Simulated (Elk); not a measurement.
Input and output of a self-consistent single point for CuPd (R-3m, 2 atoms in the cell) (Elk).

Level of theory: LDA (PW92), all-electron FP-LAPW, Elk's shipped species files, APW+lo basis with extra local orbitals (Elk).

```
CuPd
1.0
    1.35458     0.78206     4.21895
   -1.35458     0.78206     4.21895
    0.00000    -1.56413     4.21895
Cu Pd
1 1
Cartesian
  0.00000   0.00000   0.00000
  0.00000   0.00000   6.32843
```

Reference input (self-consistent single point, DFT, LDA (PW92), all-electron FP-LAPW, Elk's shipped species files, APW+lo basis with extra local orbitals): xctype = 3; rgkmax = 7.5; stype = 1; swidth = 0.00183747 Ha; ngridk = 9 9 9; tforce = true; gmaxvr = 18 1/bohr; lmaxapw = 10; lmaxo = 8; nxlo = 2; lorbcnd = true; lradstp = 2. This run's input differs from it in these lines:

```diff
@@ -10,3 +10,3 @@
 rgkmax
-  7.5
+  7.12
```

Output, abridged:

```
│ Self-consistent loop started │
│ Loop number : 1 │
 total energy                :     -6673.72013675
│ Loop number : 2 │
 total energy                :     -6674.72564854
RMS change in Kohn-Sham potential (target) :   0.2481966795     (  0.1000000000E-05)
Absolute change in total energy (target)   :    1.005511788     (  0.1000000000E-03)
│ Loop number : 3 │
 total energy                :     -6685.54166743
RMS change in Kohn-Sham potential (target) :   0.1449991535     (  0.1000000000E-05)
Absolute change in total energy (target)   :    11.06739684     (  0.1000000000E-03)
│ Loop number : 4 │
   [... lines left out ...]
Absolute change in total energy (target)   :   0.4232968149E-03 (  0.1000000000E-03)
│ Loop number : 15 │
 total energy                :     -6694.80917762
RMS change in Kohn-Sham potential (target) :   0.1577350819E-05 (  0.1000000000E-05)
Absolute change in total energy (target)   :   0.1019262618E-03 (  0.1000000000E-03)
│ Loop number : 16 │
 total energy                :     -6694.80923271
RMS change in Kohn-Sham potential (target) :   0.4170686988E-06 (  0.1000000000E-05)
Absolute change in total energy (target)   :   0.2961042082E-04 (  0.1000000000E-03)
Convergence targets achieved

│ Loop number : 17 │

Energies :
 Fermi                       :     0.288058885745
 total energy                :     -6694.80923141

Density of states at Fermi energy :    66.88423439
 (states/Hartree/unit cell)

Estimated indirect band gap :   0.3122208218E-03
 from k-point     31 to k-point     69
Estimated direct band gap   :   0.7923566879E-02
 at k-point     73

Charges :
 core                        :    40.00000000
 valence                     :    35.00000000
 interstitial                :    2.597825986
 muffin-tins (core leakage)
  species :    1 (Cu)
   atom    1                 :    27.79461240     (  0.4826814505E-03)
  species :    2 (Pd)
   atom    1                 :    44.60756161     (  0.2946765676E-07)
 total in muffin-tins        :    72.40217401
   [... lines left out ...]
   total force               :     0.00000000    0.00000000    0.00000000
   total magnitude           :     0.00000000
 species :    2 (Pd)
  atom :    1
   Hellmann-Feynman          :     0.00000000    0.00000000    0.00000000
   IBS                       :    -0.00000000    0.00000000   -0.00000000
   total force               :     0.00000000    0.00000000   -0.00000000
   total magnitude           :     0.00000000
```

The run converged in 17 iterations. The count includes the last loop, which Elk runs after its targets are met. Against the reference run the total energy rises by 120 meV/atom.

The starting cell comes from a database of computed structures (which also holds hypothetical and non-ambient phases and stackings), without a prior relaxation at this level. Spin polarisation is off. Values depend on the basis (sphere radii, cutoffs, local orbitals), which need not be converged. The log's line on a gap gives a spacing of levels on this mesh, which the program prints for metals too.

Cost on one core of a shared machine: roughly 70 s.
